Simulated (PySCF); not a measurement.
PySCF 2.14.0, CCSD (frozen core)/cc-pvdz: C[Si@H]1C[SiH2][SiH2]1, 15 atoms. The geometry is a generated start, not checked to be a minimum at this level.

| Item | Value |
|---|---|
| task | ccsd |
| basis | cc-pvdz |
| two-electron scheme | exact four-centre integrals |
| frozen core | true |
| mf.init_guess | minao (default) |
| mf.DIIS | CDIIS (default) |
| mf.diis_space | 8 (default) |
| mf.conv_tol | 1e-09 (default) |
| basis functions (reference run) | 132 |

On 4 threads, 1 BLAS thread. Build: conda-forge: OpenMP (GNU), OpenBLAS with its own threads, libcint, Libxc. One run each, on a shared machine, so no times are given.

Values of mol.max_memory tried: 8000 MB, 4000 MB, 2000 MB, 1000 MB, 500 MB, 300 MB, 200 MB.

### Question
Which of these memory settings still run, and by which path?

### Answer
It runs down to 200 MB, the lowest tried, with the same result. At 8000 MB: SCF integrals in memory, transformation in memory. From 2000 MB down: SCF integrals in memory, transformation through a file. From 300 MB down: direct SCF, transformation through a file.

| mol.max_memory | path | peak memory |
|---|---|---|
| 8000 MB | SCF integrals in memory, transformation in memory | 1.4 GiB |
| 4000 MB | SCF integrals in memory, transformation in memory | 1.4 GiB |
| 2000 MB | SCF integrals in memory, transformation through a file | 1.6 GiB |
| 1000 MB | SCF integrals in memory, transformation through a file | 1.6 GiB |
| 500 MB | SCF integrals in memory, transformation through a file | 1.6 GiB |
| 300 MB | direct SCF, transformation through a file | 1.4 GiB |
| 200 MB | direct SCF, transformation through a file | 1.4 GiB |

Peak memory is the kernel's count for the largest process, libraries included and scratch files not. The peak passes the setting at 1000 MB, 500 MB, 300 MB, 200 MB: it is no hard cap.
